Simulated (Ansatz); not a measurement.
# Response to strain in Na2PdH4

The parent structure is Na2PdH4 (space group I4/mmm, No. 139; a = 5.274 Å, c = 6.514 Å; a cell from a computed database, its experimental status unchecked). Axes: x, y, z lie along a, b, c of the conventional cell.

Strains are applied to the cell and any free atomic positions relax; under biaxial strain the out-of-plane vector relaxes too.

All numbers come from r2SCAN/PAW in Ansatz (a first-principles code), no spin-orbit coupling.

| biaxial strain, plane normal [001], relaxed out of plane (%) | out-of-plane strain (%) |
|---|---|
| 0 | 0.00 |
| 0.17 | ? |
| 0.7 | -0.27 |
| 1.73 | -0.65 |
| 3.25 | -1.17 |

### Question
Fit ε⊥ = −νε + γε² (strains in %) to the rows shown and predict the withheld row.

### Answer
Least squares on the printed values gives ν = 0.39 (the biaxial Poisson response) and γ = 0.010 (largest residual 0.00 %); this predicts -0.07 %, and the run gives -0.06 %, in agreement.

Whether these cells are dynamically stable was not tested.
